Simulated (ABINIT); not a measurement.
Input and output of a self-consistent single point for Ca (Fm-3m, 1 atom in the cell) (ABINIT).

Computed with PBEsol, PAW (JTH v2.0 PBE PAW, files made for PBE) (plane waves; ABINIT).

```xyz
1
Lattice="0.0000 2.8528 2.8528 2.8528 0.0000 2.8528 2.8528 2.8528 0.0000" Properties=species:S:1:pos:R:3 pbc="T T T"
Ca     0.0000     0.0000     0.0000
```

Reference input (self-consistent single point, DFT, PBE, plane waves, PAW (JTH v2.0 PBE PAW)): pseudos = [Ca.GGA_PBE-JTH.xml]; ecut = 40 Ry; pawecutdg = 80 Ry; pawxcdev = 0; occopt = 7; tsmear = 0.00999582 Ha; ngkpt = 10 10 10; nshiftk = 1; shiftk = 0 0 0; potentials = JTH v2.0 PBE PAW; nband = 10; kptopt = 1. This run's input differs from it in these lines:

```diff
@@ -16,2 +16,3 @@
 pawxcdev 0
+ixc -116133
 occopt 7
```

Log, with long lists cut:

```
--- !BeginCycle
solver: {iscf: 17, nstep: 100, nline: 4, wfoptalg: 10, }
tolerances: {toldfe: 1.00E-09, }
...

     iter   Etot(hartree)      deltaE(h)  residm     nres2
 ETOT  1  -36.952447695465    -3.695E+01 2.750E-01 2.241E-01
 ETOT  2  -36.990257088510    -3.781E-02 2.179E-01 8.252E-02
 ETOT  3  -36.990101434927     1.557E-04 6.567E-03 1.577E-02
 ETOT  4  -36.990105428426    -3.993E-06 4.631E-03 3.587E-03
 ETOT  5  -36.990095414536     1.001E-05 1.220E-03 8.457E-05
   [... 2 lines left out ...]
 ETOT  8  -36.990095112401     1.284E-08 3.148E-04 9.352E-07
 ETOT  9  -36.990095110162     2.239E-09 6.163E-04 3.530E-08
 ETOT 10  -36.990095110091     7.053E-11 2.430E-04 4.023E-11
 ETOT 11  -36.990095110093    -1.776E-12 4.965E-04 3.245E-11
 At SCF step   11, etot is converged :
  for the second time, diff in etot=  1.776E-12 < toldfe=  1.000E-09

 Cartesian components of stress tensor (hartree/bohr^3)
  sigma(1 1)=  6.79430005E-05  sigma(3 2)=  0.00000000E+00
  sigma(2 2)=  6.79430005E-05  sigma(3 1)=  0.00000000E+00
  sigma(3 3)=  6.79430005E-05  sigma(2 1)=  0.00000000E+00

 ----iterations are completed or convergence reached----

 reduced coordinates (array xred) for    1 atoms
       0.000000000000      0.000000000000      0.000000000000
 cartesian forces (eV/Angstrom) at end:
    1     -0.00000000000000    -0.00000000000000    -0.00000000000000
 frms,max,avg= 0.0000000E+00 0.0000000E+00   0.000E+00  0.000E+00  0.000E+00 e/A
 length scales=  7.624099258073  7.624099258073  7.624099258073 bohr
   [... lines left out ...]
 Fermi (or HOMO) energy (eV) =   2.85296   Average Vxc (eV)=  -7.48408
   [... lines left out ...]
'-kT*entropy'       : -1.67856758005532E-03
total_energy        : -3.69900973570017E+01
total_energy_eV     : -1.00655173820014E+03
...

-Cartesian components of stress tensor (GPa)         [Pressure= -1.9990E+00 GPa]
- sigma(1 1)=  1.99895175E+00  sigma(3 2)=  0.00000000E+00
- sigma(2 2)=  1.99895175E+00  sigma(3 1)=  0.00000000E+00
- sigma(3 3)=  1.99895175E+00  sigma(2 1)=  0.00000000E+00

 Calculation completed.
```

The run converged in 11 iterations. Against the reference run the pressure goes from -1.48 to -2.00 GPa.

The starting cell comes from a database of computed structures (which also holds hypothetical and non-ambient phases and stackings), without a prior relaxation at this level. Its lattice was rescaled by a random factor within 2.5 % of one. The potentials were made for another functional than the one used.
